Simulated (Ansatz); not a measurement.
## What N vacancy, symmetric start does to BN

Start from an 8-atom supercell of BN in the zinc blende structure (space group F-43m, No. 216; a = 3.605 Å) at its relaxed geometry.

The change: a neutral N vacancy, symmetric start, atoms relaxed at fixed cell.

Computed with Kohn–Sham DFT with the PBEsol functional, run in Ansatz (a quantum-chemistry and plane-wave program) with PAW and 420 eV plane waves, spin-orbit coupling left out, earlier PAW set. Γ-centred 7×7×7 mesh, Fermi–Dirac width 0.01 eV.

The pressure goes from zero to -4.4 GPa and the energy gained by relaxation is 0.20 eV. The largest displacement of a host atom from its site in the perfect cell amounts to 0.08 Å and the mean distance from the defect site to its nearest host atoms grows by 0.08 Å to 1.64 Å.

The magnetic state is the one reached from the starting moments; the real material's order can differ, and small cells can't hold many antiferromagnetic ones. In so small a cell the defect repeats every few ångströms: this is an ordered compound, not a dilute defect. The mesh was chosen for an insulator and is coarse for the gapless case. The defect started on the symmetric site and kept its symmetry, so it may sit on a saddle. Starting moments died away, wholly or in part, for N vacancy; another magnetic solution may exist. The defect cell is spin-polarised and ends with 0.0 μB.
